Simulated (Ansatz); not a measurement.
Hypothetical zinc blende BiB: biaxial strain +1.24 %, plane normal [110], relaxed out of plane

The parent structure is BiB in the zinc blende structure (space group F-43m, No. 216; a = 5.4556 Å; a hypothetical phase, not in the database extracts checked). Axes: x, y, z lie along the cube axes.

Perturbation: tensile biaxial strain of 1.24 % in the plane normal to [110], as in epitaxy on a mismatched substrate; the out-of-plane cell vector and the atoms relax.

Calculations: PBEsol (Ansatz, an electronic-structure program, PAW, without spin-orbit coupling). Γ-centred 10×10×10 mesh, Fermi–Dirac width 0.05 eV.

```tsv
quantity	base	changed	shift
volume per atom	20.30 Å³	20.72 Å³	+0.42 Å³
shortest interatomic distance	236.2 pm	237.1 pm	+0.9 pm
energy relative to the base (free energy F)	0 meV/atom	+3.7 meV/atom	+3.7 meV/atom
band gap	0.45 eV	0.20 eV	-0.241 eV
gap character	direct at Γ	direct at Γ	–
valence-band top at Γ (three highest levels, from the VBM)	0.00, 0.00, 0.00 eV	0.00, -0.11, -0.13 eV	–
out-of-plane strain	–	-0.42 %	–
ratio −ε⊥/ε∥	–	0.34	–
```

Final structure (turned so that z lies along the plane normal):

```xyz
2
Lattice="0.0000 0.0000 -3.8416 -1.9528 2.7616 -1.9208 1.9528 2.7616 -1.9208" Properties=species:S:1:pos:R:3 pbc="T T T"
B      0.0000     0.0048    -3.8416
Bi     0.0000     4.1377    -5.7624
```

A biaxial case was relaxed in a doubled cell and then solved in the primitive one. Spin-orbit coupling, missing from the scalar runs, can matter with Bi. Stability against distortions was not tested. A zero or small gap of BiB under biaxial strain +1.24 %, plane normal [110], relaxed out of plane can be the functional's error rather than a property of the material. Labels are those of the standard path for the cell's own space group.
